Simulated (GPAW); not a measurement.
**Worked example: self-consistent single point of Mn2O3 (R-3c, 10 atoms in the cell) in GPAW**

Computed with PBEsol+U, GPAW PAW datasets PBEsol (made by gpaw-setup) (plane waves; GPAW).

This input was run:

```python
from ase import Atoms
from ase.units import GPa
from gpaw import GPAW, PW

atoms = Atoms(['Mn', 'Mn', 'Mn', 'Mn', 'O', 'O', 'O', 'O', 'O', 'O'],
              cell=[[2.517604, 1.453539, 4.555131],
                    [-2.517604, 1.453539, 4.555131],
                    [0.000000, -2.907079, 4.555131]],
              scaled_positions=[[0.149510, 0.149510, 0.149510],
                                [0.850490, 0.850490, 0.850490],
                                [0.350490, 0.350490, 0.350490],
                                [0.649510, 0.649510, 0.649510],
                                [0.946550, 0.250000, 0.553450],
                                [0.053450, 0.750000, 0.446550],
                                [0.553450, 0.946550, 0.250000],
                                [0.446550, 0.053450, 0.750000],
                                [0.250000, 0.553450, 0.946550],
                                [0.750000, 0.446550, 0.053450]],
              pbc=True)

atoms.set_initial_magnetic_moments([4.0, 4.0, 4.0, 4.0, 0.0, 0.0, 0.0, 0.0, 0.0, 0.0])

calc = GPAW(spinpol=True,
            mode=PW(900),
            xc='PBEsol',
            setups={'Mn': ':d,3.9'},
            kpts={'size': (4, 4, 4), 'gamma': True},
            occupations={'name': 'marzari-vanderbilt', 'width': 0.2},
            nbands=-18,
            convergence={'density': 1e-05},
            symmetry={'symmorphic': False, 'tolerance': 0.0005},
            maxiter=120)

atoms.calc = calc

energy = atoms.get_potential_energy()
print('Energy (eV):', round(energy, 6))
forces = atoms.get_forces()
print('Forces (eV/Ang):')
print(forces.round(5))
stress = atoms.get_stress()
print('Stress (GPa, Voigt):', (stress / GPa).round(4))
```

Output (repeated stretches shortened):

```
Input parameters:
  convergence: {density: 1e-05}
  kpts: {gamma: True,
         size: (4, 4, 4)}
  maxiter: 120
  mode: {ecut: 900.0000000000001,
         name: pw}
  nbands: -18
  occupations: {name: marzari-vanderbilt,
                width: 0.2}
  setups: {Mn: :d,3.9}
  spinpol: True
  symmetry: {symmorphic: False,
             tolerance: 0.0005}
  xc: PBEsol

species:
  Mn:
    name: Manganese
    Z: 25.0
    valence: 15
    core: 10
    charge: 0.0
    Hubbard: {U: 3.9,  # eV
              l: 2,
              scale: True}
    file: Mn.PBEsol.gz

    # Using partial waves for Mn as LCAO basis

  O:
    name: Oxygen
    Z: 8.0
    valence: 6
    core: 2
    charge: 0.0
    file: O.PBEsol.gz

    # Using partial waves for O as LCAO basis

Reference energy: -138137.052334  # eV

Spin-polarized calculation.
Initial magnetic moment: 16.000000

Convergence criteria:
 Maximum [total energy] change in last 3 cyles: 0.0005 eV / valence electron
 Maximum integral of absolute [dens]ity change: 1e-05 electrons / valence electron
 Maximum integral of absolute [eigenst]ate change: 4e-08 eV^2 / valence electron
 Maximum number of scf [iter]ations: 120

Symmetries present (total): 12
Symmetries with fractional translations: 6
64 k-points: 4 x 4 x 4 Monkhorst-Pack grid + [1/8,1/8,1/8]
13 k-points in the irreducible part of the Brillouin zone
       k-points in crystal coordinates                weights
   0:     0.00000000    0.00000000    0.00000000          1/64
   1:     0.25000000    0.00000000   -0.25000000          6/64
   2:     0.25000000    0.00000000    0.00000000          6/64
   3:     0.25000000    0.25000000   -0.25000000          6/64
   4:     0.25000000    0.25000000    0.00000000          6/64
   5:     0.25000000    0.25000000    0.25000000          2/64
   6:     0.50000000    0.00000000    0.00000000          3/64
   7:     0.50000000    0.25000000   -0.25000000          6/64
   8:     0.50000000    0.25000000    0.00000000         12/64
   9:     0.50000000    0.25000000    0.25000000          6/64
          ...
  12:     0.50000000    0.50000000    0.50000000          1/64

Wave functions: Plane wave expansion
  Cutoff energy: 900.000 eV
  Number of coefficients (min, max): 6110, 6184
  Pulay-stress correction: 0.000000 eV/Ang^3 (de/decut=0.000000)

Occupation numbers: Marzari-Vanderbilt:
  width: 0.2000  # eV

Eigensolver

Densities:
  Coarse grid: 40*40*40 grid
  Fine grid: 80*80*80 grid
  Total Charge: 0.000000

Density mixing:
  Method: difference
  Backend: pulay
  Linear mixing parameter: 0.05
  old densities: 5
  Damping of long wavelength oscillations: 50

Hamiltonian:
  XC and Coulomb potentials evaluated on a 80*80*80 grid
  External potential:
    NoExternalPotential

XC parameters: PBEsol with 2 nearest neighbor stencil

Number of atoms: 10
Number of atomic orbitals: 76
Number of bands in calculation: 74
Number of valence electrons: 96
Bands to converge: occupied

Density initialized from atomic densities
  74 bands from LCAO basis set

Atomic positions and initial magnetic moments

Positions:
   0 Mn     0.000000   -0.000000    2.043113    ( 0.0000,  0.0000,  4.0000)
   1 Mn     0.000000   -0.000001   11.622280    ( 0.0000,  0.0000,  4.0000)
   2 Mn     0.000000   -0.000000    4.789584    ( 0.0000,  0.0000,  4.0000)
   3 Mn    -0.000000   -0.000001    8.875809    ( 0.0000,  0.0000,  4.0000)
   4 O      1.753637    0.130309    7.971479    ( 0.0000,  0.0000,  0.0000)
   5 O     -1.753637   -0.130310    5.693914    ( 0.0000,  0.0000,  0.0000)
   6 O     -0.989670    1.453539    7.971479    ( 0.0000,  0.0000,  0.0000)
   7 O      0.989670   -1.453540    5.693914    ( 0.0000,  0.0000,  0.0000)
   8 O     -0.763967   -1.583850    7.971479    ( 0.0000,  0.0000,  0.0000)
   9 O      0.763967    1.583849    5.693914    ( 0.0000,  0.0000,  0.0000)

Unit cell:
           periodic     x           y           z      points  spacing
  1. axis:    yes    2.517604    1.453539    4.555131    40     0.1039
  2. axis:    yes   -2.517604    1.453539    4.555131    40     0.1039
  3. axis:    yes    0.000000   -2.907079    4.555131    40     0.1039

  Lengths:   5.403732   5.403732   5.403733
  Angles:   55.537088  55.537088  55.537090

Effective grid spacing dv^(1/3) = 0.1160

     iter     time        total  log10-change:  magmom
                         energy   eigst   dens
iter:   1 --:--:--   -88.654581                   +16.0095
iter:   2 --:--:--   -87.836729   -0.74  -1.12    +16.0029
iter:   3 --:--:--   -84.372450   -0.92  -1.17    +15.9996
iter:   4 --:--:--   -84.319077   -2.80  -1.51    +15.9996
iter:   5 --:--:--   -84.556548   -2.18  -1.56    +15.9999
iter:   6 --:--:--   -84.277170   -2.27  -2.16    +15.9999
iter:   7 --:--:--   -84.227978   -2.68  -2.13    +16.0000
iter:   8 --:--:--   -84.230445   -4.35  -2.99    +16.0000
iter:   9 --:--:--   -84.232901c  -4.43  -3.24    +16.0000
iter:  10 --:--:--   -84.231259c  -4.63  -3.00    +16.0000
iter:  11 --:--:--   -84.231267c  -6.11  -4.12    +16.0000
iter:  12 --:--:--   -84.231275c  -6.88  -4.30    +16.0000
iter:  13 --:--:--   -84.231284c  -6.67  -4.31    +16.0000
iter:  14 --:--:--   -84.231276c  -7.24  -4.33    +16.0000
iter:  15 --:--:--   -84.231278c  -7.05  -4.51    +16.0000
iter:  16 --:--:--   -84.231279c  -8.29c -4.47    +16.0000
iter:  17 --:--:--   -84.231275c  -7.27  -4.46    +16.0000
iter:  18 --:--:--   -84.231273c  -7.91c -4.71    +16.0000
iter:  19 --:--:--   -84.231275c  -7.72c -4.69    +16.0000
iter:  20 --:--:--   -84.231275c  -8.90c -4.75    +16.0000
iter:  21 --:--:--   -84.231275c  -8.90c -4.78    +16.0000
iter:  22 --:--:--   -84.231275c  -9.40c -4.90    +16.0000
iter:  23 --:--:--   -84.231275c  -9.39c -4.98    +16.0000
iter:  24 --:--:--   -84.231275c  -8.79c -5.04c   +16.0000

Converged after 24 iterations.

Dipole moment: (0.000000, -0.000000, 0.000000) |e|*Ang

Total magnetic moment: (0.000000, 0.000000, 16.000000)
Local magnetic moments:
   0 Mn ( 0.000000,  0.000000,  3.998483)
   1 Mn ( 0.000000,  0.000000,  3.998483)
   2 Mn ( 0.000000,  0.000000,  3.998483)
   3 Mn ( 0.000000,  0.000000,  3.998483)
   4 O  ( 0.000000,  0.000000, -0.071962)
   5 O  ( 0.000000,  0.000000, -0.071962)
   6 O  ( 0.000000,  0.000000, -0.071962)
   7 O  ( 0.000000,  0.000000, -0.071962)
   8 O  ( 0.000000,  0.000000, -0.071962)
   9 O  ( 0.000000,  0.000000, -0.071962)

Energy contributions relative to reference atoms: (reference = -138137.052334)

Kinetic:       +129.897576
Potential:     -120.767739
External:        +0.000000
XC:             -94.898058
Entropy (-ST):   -0.009084
Local:           +1.546029
SIC:             +0.000000
--------------------------
Free energy:    -84.231275
Extrapolated:   -84.231275

Spin contamination: 0.696526 electrons
Showing only first 2 kpts
                      Up                     Down
 Kpt  Band  Eigenvalues  Occupancy  Eigenvalues  Occupancy
  0    46      3.62862    1.00000     10.58625    0.00000
  0    47      3.62863    1.00000     10.58634    0.00000
  0    48      4.34775    1.00000     10.88074    0.00000
  0    49      4.90929    1.00000     10.88105    0.00000

  1    46      3.91288    1.00000     10.79793    0.00000
  1    47      4.12638    1.00000     10.85324    0.00000
  1    48      4.29052    1.00000     10.95310    0.00000
  1    49      4.32061    1.00000     10.96644    0.00000

Fermi level: 7.04462

Gap: 0.037 eV
Transition (v -> c):
  (s=0, k=8, n=55, [0.50, 0.25, 0.00]) -> (s=0, k=6, n=56, [0.50, 0.00, 0.00])
Direct/indirect transitions are different
Direct gap: 0.061 eV
Transition at: (s=0, k=8, n=55, [0.50, 0.25, 0.00])
Energy (eV): -84.231275

Forces in eV/Ang:
  0 Mn    0.00000    0.00000   -0.05357
  1 Mn   -0.00000   -0.00000    0.05357
  2 Mn    0.00000   -0.00000    0.05357
  3 Mn   -0.00000    0.00000   -0.05357
  4 O    -0.02284   -0.03956   -0.00000
  5 O     0.02284    0.03956    0.00000
  6 O     0.04568    0.00000   -0.00000
  7 O    -0.04568   -0.00000    0.00000
  8 O    -0.02284    0.03956   -0.00000
  9 O     0.02284   -0.03956    0.00000

Stress tensor:
    -0.070981     0.000000     0.000000
     0.000000    -0.070981    -0.000000
     0.000000    -0.000000    -0.065941
Stress (GPa, Voigt): [-11.3725 -11.3725 -10.5649  -0.       0.       0.    ]
```

The run converged in 24 iterations. GPAW prints stress with tension positive.

At such cutoffs GPAW's stress carries a finite-basis (Pulay) error, which enters relaxed cells too; its log prints stress with tension positive.

The starting cell comes from a database of computed structures (which also holds hypothetical and non-ambient phases and stackings), without a prior relaxation at this level. Its lattice was rescaled by a random factor within 2.5 % of one. The magnetic order is the one reached from the typed start; others were not searched systematically. With U or open f shells several self-consistent states can exist. The log's line on a gap gives a spacing of levels on this mesh, which the program prints for metals too.

Cost on one core of a shared machine: roughly 10 min.
